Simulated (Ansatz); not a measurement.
Consider the following.

```
AlRu
1.0
    2.98315     0.00000     0.00000
    0.00000     2.98315     0.00000
    0.00000     0.00000     2.95332
Al Ru
1 1
Direct
  0.50000   0.50000   0.50000
  0.00000   0.00000   0.00000
```

No spin polarisation.

All numbers come from r2SCAN in Ansatz (plane waves to 500 eV, PAW, spin-orbit coupling left out). k-mesh 19×19×19 (Γ-centred); smearing 0.1 eV (Fermi–Dirac).

Predict the space group, stress and band gap.

The space group is P4/mmm (No. 123), the stress (xx, yy, zz, yz, xz, xy; compression positive) is (1.6, 1.6, 3.6, 0.0, 0.0, 0.0) GPa and the band gap is zero.

The cells carry an imposed strain or load. No phonon test of stability was made. The final runs are not spin-polarised. The cell was made from AlRu in the CsCl type structure (space group Pm-3m, No. 221) by this change: uniaxial strain ε_zz = −1.00 %.

Ansatz is a program for electronic structure.
